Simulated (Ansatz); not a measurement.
B2O3 (Cmc2₁, No. 36, 10 atoms in the cell; start mp-717; high-pressure phase), treated with HSE06 (PAW; Ansatz, a quantum-chemistry and plane-wave program).

Run with plane-wave cutoff 460 eV, 6×6×6 k mesh, Fermi–Dirac smearing 0.01 eV, scalar-relativistic PAW data made under PBE.

The cell is the one relaxed with PBEsol. Conventional cell: a = 7.8265 Å, b = 4.6250 Å, c = 4.1350 Å, α = 90.00°, β = 90.00°, γ = 90.00°.

```
B2O3
1.0
    3.91326    -2.31248     0.00000
    3.91326     2.31248     0.00000
    0.00000     0.00000     4.13496
B O
4 6
Direct
  0.00632   0.32395   0.56768
  0.99368   0.67605   0.06768
  0.67605   0.99368   0.56768
  0.32395   0.00632   0.06768
  0.75518   0.24482   0.50004
  0.24482   0.75518   0.00004
  0.92089   0.66030   0.41860
  0.07911   0.33970   0.91860
  0.33970   0.07911   0.41860
  0.66030   0.92089   0.91860
```

Problem. List the 32 lowest band energies at Γ above −25 eV (eV, relative to the valence band maximum), grouping those that round alike.

Solution. At Γ: -23.74, -20.63, -20.50, -20.28, -19.33, -19.20, -10.41, -10.06, -9.85, -8.17, -7.62, -6.94, -5.87, -5.81, -4.96, -4.13, -1.97, -1.92, -1.51, -1.49, -1.44, -0.60, -0.32, -0.22, 10.61, 11.32, 11.87, 12.66, 13.00, 14.27, 14.57, 15.13.

Note: the run warned that its exchange threshold was loose for the stress; cell and atoms aren't relaxed at this level (largest force component 0.17 eV/Å, pressure -3.2 GPa).

A start named mp-… is a Materials Project structure, which need not be a measured phase.
